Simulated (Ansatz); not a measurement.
**SnGe3 (I4/mmm, No. 139; start mp-979254): properties by level of theory**

```csv
level (code),lattice constant a (Å),c axis length (Å),bulk modulus B0 (GPa),cohesive energy (eV/atom)
LDA (Ansatz),4.259,8.853,70.7,4.16
PBE (Ansatz),4.397,___,___,___
PBEsol (Ansatz),4.299,___,67.2,3.76
```

**Question.** Complete the blanks.

**Answer.** 
- PBE (Ansatz, a quantum-chemistry and plane-wave program), c axis length (Å): 8.967
- PBE (Ansatz), bulk modulus B0 (GPa): 58.2
- PBE (Ansatz), cohesive energy (eV/atom): 3.30
- PBEsol (Ansatz), c axis length (Å): 8.890

Caveats: the bulk modulus is −V dP/dV from two relaxed cells at ±2 % in volume (LDA, PBE, PBEsol); the relaxation could not lower the start's symmetry, so the cell can be a saddle point above a distorted one (LDA, PBE, PBEsol). Ansatz's density-functional and Hartree–Fock values are scalar-relativistic unless marked +SOC, with PAW data made under PBE.

A start named mp-… is a Materials Project structure, which can be a computed phase never made.
